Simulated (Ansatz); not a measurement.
PbS (Cmcm, No. 63, 4 atoms in the cell; start mp-1018115; high-pressure phase) was calculated with r²SCAN (plane waves, PAW; Ansatz, a quantum-chemistry and plane-wave program).

Run with plane-wave cutoff 560 eV, 8×8×8 k mesh, Fermi–Dirac smearing 0.01 eV, scalar-relativistic PAW data made under PBE.

Cell (relaxed at this level):

```cif
data_Pb2S2
_chemical_formula_sum 'Pb2 S2'
_space_group_name_H-M_alt 'P 1'
_space_group_IT_number 1
_cell_length_a 6.35185
_cell_length_b 6.35185
_cell_length_c 4.27330
_cell_angle_alpha 90.000
_cell_angle_beta 90.000
_cell_angle_gamma 141.727
loop_
_space_group_symop_operation_xyz
  'x, y, z'
loop_
_atom_site_label
_atom_site_type_symbol
_atom_site_fract_x
_atom_site_fract_y
_atom_site_fract_z
_atom_site_occupancy
Pb1 Pb 0.86958 0.13042 0.75000 1
Pb2 Pb 0.13042 0.86958 0.25000 1
S1 S 0.64614 0.35386 0.75000 1
S2 S 0.35386 0.64614 0.25000 1
```

Problem. What does this level give for the band gap and Γ–Γ gap?

Solution. 
- band gap = 1.38 eV (on the SCF k mesh)
- Γ–Γ gap = 5.60 eV

Note: the relaxation could not lower the start's symmetry, so the cell can be a saddle point above a distorted one; the cell has widely spaced layers and the level no dispersion term, so their spacing and the moduli can rest on weak binding.

Spin–orbit coupling is not included; with these elements it can move the gap by several tenths of an eV or more.

Computed values are for the static lattice.

Cost on a shared machine: around 100 core-seconds (rough).

A start named mp-… is a Materials Project structure, which need not be a measured phase.
